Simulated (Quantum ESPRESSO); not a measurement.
## Habitual settings against a tight run: NaCa₃ (Fm-3m, 4 atoms in the cell)

Self-consistent single point.

```yaml
crystal:
  lattice:
    - [-4.35684, 0.00000, 4.35684]
    - [0.00000, 4.35684, 4.35684]
    - [-4.35684, 4.35684, 0.00000]
  atoms:
    - { symbol: Na, position: [0.00000, 0.00000, 0.00000] }
    - { symbol: Ca, position: [0.25000, 0.25000, 0.25000] }
    - { symbol: Ca, position: [0.75000, 0.75000, 0.75000] }
    - { symbol: Ca, position: [0.50000, 0.50000, 0.50000] }
```

Level of theory: LDA (PZ), GBRV 1.5 ultrasoft (LDA) pseudopotentials (plane waves; Quantum ESPRESSO 7.5).

Base settings: ecutwfc = 40 Ry; ecutrho = 200 Ry; occupations = smearing; smearing = marzari-vanderbilt; degauss = 0.0073499 Ry; potentials = {Na: na_lda_v1.5.uspp.F.UPF, Ca: ca_lda_v1.uspp.F.UPF}; K_POINTS = automatic 9 9 9 1 1 1; conv_thr = 1e-09 Ry; mixing_beta = 0.4.

Tight run (finer mesh or higher cutoff; not a proven limit): ecutwfc: 40 Ry → 56 Ry; ecutrho: 200 Ry → 280 Ry; conv_thr: 1e-09 Ry → 7.3e-11 Ry; K_POINTS: automatic 9 9 9 1 1 1 → automatic 13 13 13 1 1 1. It gave Fermi level (on the code's own zero) 4.01 eV; pressure -1.48 GPa.

Quick runs, as changes from the base:
- A: the base itself
- B: ecutwfc: 40 Ry → 28 Ry; ecutrho: 200 Ry → 140 Ry; smearing: marzari-vanderbilt → fermi-dirac; degauss: 0.0073499 Ry → 0.019992 Ry; conv_thr: 1e-09 Ry → 7.3e-05 Ry; K_POINTS: automatic 9 9 9 1 1 1 → automatic 4 4 4 1 1 1
- C: ecutwfc: 40 Ry → 24 Ry; ecutrho: 200 Ry → 120 Ry; K_POINTS: automatic 9 9 9 1 1 1 → automatic 3 3 3 1 1 1
- D: ecutwfc: 40 Ry → 24 Ry; ecutrho: 200 Ry → 120 Ry; conv_thr: 1e-09 Ry → 7.3e-05 Ry; K_POINTS: automatic 9 9 9 1 1 1 → automatic 1 1 1 1 1 1
- E: ecutwfc: 40 Ry → 20 Ry; ecutrho: 200 Ry → 100 Ry; smearing: marzari-vanderbilt → methfessel-paxton; degauss: 0.0073499 Ry → 0.0147 Ry; K_POINTS: automatic 9 9 9 1 1 1 → automatic 2 2 2 1 1 1
- F: ecutwfc: 40 Ry → 28 Ry; ecutrho: 200 Ry → 140 Ry; K_POINTS: automatic 9 9 9 1 1 1 → automatic 8 8 8 1 1 1

Energies are extrapolated to zero smearing width, which holds to low order in the width alone (under cold and Methfessel-Paxton smearing the free energy itself is taken).

Dashes: time of B, C, D, E, under 30 s.

The count of work is k-points × plane waves × bands × iterations; it is no time. Core times come from one kind of shared machine and are given to one figure; runs under 30 s give none.

The starting cell comes from a database of computed structures (which also holds hypothetical and non-ambient phases and stackings), without a prior relaxation at this level. Its lattice was rescaled by a random factor within 2.5 % of one.

| run | energy less tight (meV/atom) | pressure less tight (GPa) | count of work / tight | core time / tight (rough) |
|---|---|---|---|---|
| A | 1.9 | 0.00 | 0.18 | 0.2 |
| B | 66.8 | -1.86 | 0.0056 | – |
| C | 309.5 | -7.15 | 0.0067 | – |
| D | 502.3 | -7.85 | 0.00056 | – |
| E | 1304.4 | -24.06 | 0.0025 | – |
| F | 63.4 | -1.92 | 0.075 | 0.07 |

Among the runs at the tight run's level, the energy misses run from 1.9 to 1304.4 meV/atom.
